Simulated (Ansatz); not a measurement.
**Effect of uniaxial strain ε_zz = +3.00 % on ZnAu**

Consider ZnAu in the CsCl type structure (space group Pm-3m, No. 221; a = 3.129 Å; relaxed with 0.1 eV smearing). Axes: x, y, z lie along the cube axes.

Modification: uniaxial strain ε_zz = +3.00 %, all other strain components held at zero; the atoms relax in the strained cell.

Method: PBEsol/PAW in Ansatz (a quantum-chemistry and plane-wave program), no spin-orbit coupling. k-mesh 18×18×18 (Γ-centred); smearing 0.1 eV (Fermi–Dirac).

```csv
quantity,base,changed,shift
energy relative to the base (free energy F),0 meV/atom,+5.9 meV/atom,+5.9 meV/atom
"pressure (mean of the normal stresses, compression positive)",0.0 GPa,-3.9 GPa,-3.9 GPa
band gap,zero,zero,–
"stress (xx, yy, zz, yz, xz, xy; compression positive)",–,"(-3.8, -3.8, -4.0, 0.0, 0.0, 0.0) GPa",–
```

Final structure:

```yaml
crystal:
  lattice:
    - [3.12862, 0.00000, 0.00000]
    - [0.00000, 3.12862, 0.00000]
    - [0.00000, 0.00000, 3.22248]
  atoms:
    - { symbol: Zn, position: [0.50000, 0.50000, 0.50000] }
    - { symbol: Au, position: [0.00000, 0.00000, 0.00000] }
```

No phonon test of stability was made.
